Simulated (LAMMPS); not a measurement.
LAMMPS 22 Jul 2025, classical MD, COMB3 (ffield.comb3): TiO2, 6000 atoms.

```json
{
  "task": "MD, nve",
  "potential": "COMB3, ffield.comb3 lib.comb3",
  "copies_of_the_repeat_unit": "10×10×10",
  "shape (slab and sphere leave vacuum in the box)": "slab",
  "temperature": "800 K",
  "steps": "60",
  "timestep": "0.5 fs",
  "neighbor_skin": "2 Å",
  "neigh_modify": "every 1 delay 0 check yes",
  "thermo": "100",
  "steps_between_charge_equilibrations": "10",
  "newton": "on (default)",
  "atom_modify sort (bins of 2 Å where set)": "1000 (default)",
  "box": "45.9 × 45.9 × 88.8 Å, the slab in its lowest third along z, the rest vacuum",
  "start": "generated rutile lattice, warmed in an untimed run",
  "compared_values": "energy and forces of the first step, drift over the run"
}
```

Machine: one whole node, Arm Neoverse V2, 96 cores on 1 socket, no SMT, 1 L3 cache group.

Times are wall-clock medians of two to five runs, from launch to exit, with nothing else on the machine. Processes are pinned to neighbouring cores unless said otherwise. The build: PyPI wheel: MPICH, OPENMP and OPT packages; another build can shift the numbers. Scratch files lie in a memory file system. A preparatory run goes ahead and isn't timed.

First run (64 ranks, comm = brick (default), balance = none (default), processors = * * * (default)):

```
Loop time of 4.63879 on 64 procs for 60 steps with 6000 atoms

Performance: 0.559 ns/day, 42.952 hours/ns, 12.934 timesteps/s, 77.606 katom-step/s
69.3% CPU use with 64 MPI tasks x 1 OpenMP threads

MPI task timing breakdown:
Section |  min time  |  avg time  |  max time  |%varavg| %total
---------------------------------------------------------------
Pair    | 2.8751e-05 | 0.61665    | 1.4094     |  63.0 | 13.29
Neigh   | 0          | 0          | 0          |   0.0 |  0.00
Comm    | 1.7575e-05 | 0.44567    | 1.0002     |  64.2 |  9.61
Output  | 2.3479e-05 | 2.7117e-05 | 4.8574e-05 |   0.0 |  0.00
Modify  | 3.2197     | 3.2555     | 3.3624     |   3.4 | 70.18
Other   |            | 0.321      |            |       |  6.92

Nlocal:          93.75 ave         292 max           0 min
Histogram: 32 0 10 6 0 0 0 0 0 16
Nghost:        2072.28 ave        3855 max           0 min
Histogram: 16 0 0 0 16 0 16 0 0 16
Neighs:              0 ave           0 max           0 min
Histogram: 64 0 0 0 0 0 0 0 0 0
FullNghs:      68774.9 ave      226644 max           0 min
Histogram: 32 0 16 0 0 0 0 0 0 16

Total # of neighbors = 4401592
Ave neighs/atom = 733.59867
Neighbor list builds = 0
Dangerous builds = 0
```

Second run:

```
Loop time of 2.04334 on 64 procs for 60 steps with 6000 atoms

Performance: 1.269 ns/day, 18.920 hours/ns, 29.364 timesteps/s, 176.182 katom-step/s
96.5% CPU use with 64 MPI tasks x 1 OpenMP threads

MPI task timing breakdown:
Section |  min time  |  avg time  |  max time  |%varavg| %total
---------------------------------------------------------------
Pair    | 0.74264    | 0.78816    | 0.84576    |   3.7 | 38.57
Neigh   | 0          | 0          | 0          |   0.0 |  0.00
Comm    | 0.013959   | 0.071145   | 0.11602    |  12.2 |  3.48
Output  | 2.7422e-05 | 2.9154e-05 | 5.7946e-05 |   0.0 |  0.00
Modify  | 1.1825     | 1.1826     | 1.1827     |   0.0 | 57.88
Other   |            | 0.001414   |            |       |  0.07

Nlocal:          93.75 ave          96 max          90 min
Histogram: 1 3 0 4 0 20 14 0 19 3
Nghost:        3664.83 ave        4645 max        2593 min
Histogram: 14 2 0 0 7 18 7 0 7 9
Neighs:              0 ave           0 max           0 min
Histogram: 64 0 0 0 0 0 0 0 0 0
FullNghs:      68774.9 ave       81681 max       55563 min
Histogram: 18 14 0 0 0 0 0 1 8 23

Total # of neighbors = 4401592
Ave neighs/atom = 733.59867
Neighbor list builds = 0
Dangerous builds = 0
```

Question: Both blocks come from the same system on the same machine. Which change was made from the first run to the second?
A) processors = 4 4 4
B) processors = 64 1 1
C) comm = tiled, balance = fix b all balance 200 1.1 rcb
D) processors = 1 1 64

Answer: C, comm = tiled, balance = fix b all balance 200 1.1 rcb. The largest move is in fixes (Modify): 3.3 s to 1.2 s. The slowest rank's pair time is 2.29 times the mean in the first run and 1.07 times in the second; the others wait. The other changes gave 7.3 s (processors = 1 1 64), 5.1 s (processors = 4 4 4), 3.5 s (processors = 64 1 1), against 2.4 s here and 5.1 s at first.
